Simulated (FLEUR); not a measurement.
FLEUR run on Tl3Ge (Pm-3m, 4 atoms in the cell): self-consistent single point.

Method of the run: LDA (Perdew-Zunger), all-electron FLAPW (FLEUR), scalar-relativistic valence in FLEUR.

```
Tl3Ge
1.0
    4.76407     0.00000     0.00000
    0.00000     4.76407     0.00000
    0.00000     0.00000     4.76407
Tl Ge
3 1
Direct
  0.00000   0.50000   0.50000
  0.50000   0.00000   0.50000
  0.50000   0.50000   0.00000
  0.00000   0.00000   0.00000
```

Reference input (self-consistent single point, DFT, PBEsol, all-electron FLAPW (FLEUR), scalar-relativistic valence): Kmax = 3.8 1/bohr; GmaxXC = 15.2 1/bohr; xcFunctional = PBEs; jspins = 1; l_soc = F; mode = hist; fermiSmearingEnergy = 0.00367493 Htr; mesh (inpgen div1-3) = 5 5 5; inpgen gamma flag = false; Gmax = 15.2 1/bohr; numbands = 0; maxIterBroyd = 40. This run's input differs from it in these lines:

```diff
@@ -16,3 +16,3 @@
 &comp jspins=1 /
-&exco xctyp='PBEs' /
+&exco xctyp='pz' /
 &kpt div1=5 div2=5 div3=5 /
@@ -29,3 +29,3 @@
       <coreElectrons ctail="T" frcor="F" kcrel="0" coretail_lmax="0"/>
-      <xcFunctional name="PBEs" relativisticCorrections="F"/>
+      <xcFunctional name="pz" relativisticCorrections="F"/>
       <magnetism jspins="1"/>
```

Log, with long lists cut:

```
 Iteration:     1   Distance:       5.74056216 me/bohr^3
 Iteration:     2   Distance:       5.30637628 me/bohr^3
 Iteration:     3   Distance:       2.00993464 me/bohr^3
 Iteration:     4   Distance:       0.73336858 me/bohr^3
 Iteration:     5   Distance:       0.56596493 me/bohr^3
   [... 6 lines left out ...]
 Iteration:    12   Distance:       0.00016286 me/bohr^3
 Iteration:    13   Distance:       0.00007688 me/bohr^3
 Iteration:    14   Distance:       0.00004338 me/bohr^3
 Iteration:    15   Distance:       0.00000151 me/bohr^3
 Run finished successfully
 Stop message:
   Structural relaxation: Done

[file out, last iteration]
             iter=     16
[...]
          total density-effective poten   -1.1138929611E+05
          total charge density-energy d   -1.1894981175E+03
 Updated energy parameters for spin:           1
[...]
 fermi energy and band-weighting factors:
    0.693428

[...]
FERMIE:
          first approx. to ef    (T=0)  :   0.250879 htr   (energy of the highest occ. eigenvalue)
          number of occ. states  (T=0)  :        267
          first approx. to seigv (T=0)  : -10.045657 htr
          sum of weights of occ. states :  26.632000
          sum of semicore charge        :   0.000000 e
FERHIS:  Fermi-Energy by histogram:
          bandgap                     :   0.011773 htr
   [... lines left out ...]
          charge neutrality (T=0)     :   0.264000    (zero if the highest occ. eigenvalue is "entirely" occupied)
     EF_NEWTON:  Adjust Fermi-Energy by Newton-Method.
 Direct bandgap for spin            1 :    2.3918125034472659E-002  Htr
 ---->    free energy=                    -62929.9137198237 htr
   [... lines left out ...]
      extrapolation for T->0
 ---->    total electron energy=          -62929.9124536176 htr
 ***** TOTAL FORCES ON ATOMS *****
 TOTAL FORCE FOR ATOM TYPE=  1  X=  0.000   Y=  4.501   Z=  4.501
                       FX_TOT= 0.000000 FY_TOT= 0.000000 FZ_TOT= 0.000000
 TOTAL FORCE FOR ATOM TYPE=  2  X=  0.000   Y=  0.000   Z=  0.000
                       FX_TOT= 0.000000 FY_TOT= 0.000000 FZ_TOT= 0.000000
 Structural relaxation: Done
```

The run converged in 15 iterations. FLEUR gives forces in its relaxation mode, with a further iteration, so its stop message speaks of a relaxation. 

The starting cell comes from a database of computed structures (which also holds hypothetical and non-ambient phases and stackings), without a prior relaxation at this level. Its lattice was rescaled by a random factor within 2.5 % of one. Spin-orbit coupling is off. Values depend on the basis (sphere radii, cutoffs, local orbitals), which need not be converged. The log's line on a gap gives a spacing of levels on this mesh, which the program prints for metals too.

Cost on one core of a shared machine: roughly 70 s.
